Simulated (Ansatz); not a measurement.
SiC: C → Ge

Consider SiC (space group P6_3mc, No. 186; a = 3.078 Å, c = 15.107 Å).

One thing is altered: full substitution C → Ge, then cell and atoms are relaxed.

The values are results of plane-wave PAW DFT at the r2SCAN level (Ansatz, an electronic-structure program, 500 eV), without spin-orbit coupling, not measurements. Settings: 8×8×2 k-points, 0.05 eV Fermi–Dirac smearing, for the changed cell.

```json
[
 {"quantity": "lattice parameter a", "base": "307.8 pm", "changed": "391.5 pm", "shift": "+83.7 pm"},
 {"quantity": "c/a ratio", "base": "4.907", "changed": "4.917", "shift": "+0.010"},
 {"quantity": "space group", "base": "P6_3mc (No. 186)", "changed": "P6_3mc (No. 186)", "shift": "–"},
 {"quantity": "band gap (an upper bound: an edge found on the path is not a true extremum; the base alone)", "base": "2.39 eV", "changed": "0.74 eV", "shift": "-1.65 eV"}
]
```

Final structure:

```
CELL_PARAMETERS angstrom
      3.91515     0.00000     0.00000
     -1.95758     3.39062     0.00000
      0.00000     0.00000    19.25185
ATOMIC_POSITIONS crystal
  Si 0.00000 0.00000 0.00009
  Si 0.00000 0.00000 0.50009
  Si 0.66667 0.33333 0.83265
  Si 0.33333 0.66667 0.33265
  Si 0.66667 0.33333 0.16650
  Si 0.33333 0.66667 0.66650
  Ge 0.00000 0.00000 0.87444
  Ge 0.00000 0.00000 0.37444
  Ge 0.66667 0.33333 0.70807
  Ge 0.33333 0.66667 0.20807
  Ge 0.66667 0.33333 0.04195
  Ge 0.33333 0.66667 0.54195
```

Cost of the whole job for the changed cell (relaxation, final SCF and bands): about 13 core-minutes (a rough figure).

No phonon test of stability was made. For SiGe in this form, whether it has been made was not checked.
